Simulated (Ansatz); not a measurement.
Hexagonal WC, treated with BLYP (Ansatz, a first-principles code, plane waves, PAW).

Run with plane-wave cutoff 520 eV, 24×24×22 k mesh (along the axes of the cell as run), Fermi–Dirac smearing 0.05 eV (set by the program), no spin polarisation, scalar-relativistic PAW data made under PBE.

Cell (relaxed at this level):

```
CELL_PARAMETERS angstrom
      2.95888     0.00000     0.00000
     -1.47944     2.56247     0.00000
      0.00000     0.00000     2.87187
ATOMIC_POSITIONS crystal
  W  0.00000 0.00000 0.00000
  C  0.33333 0.66667 0.50000
```

Task: Give the computed Poisson ratio, elastic constant C13, elastic constant C11, elastic constant C12, elastic constant C33, elastic constant C44 and elastic constant C66.

Result: 
- Poisson ratio = 0.206
- elastic constant C13 = 152 GPa
- elastic constant C11 = 638 GPa
- elastic constant C12 = 201 GPa
- elastic constant C33 = 866 GPa
- elastic constant C44 = 262 GPa
- elastic constant C66 = 219 GPa

Elastic constants are with the ions relaxed.

Spin–orbit coupling is not included.

Computed values are for the static lattice.
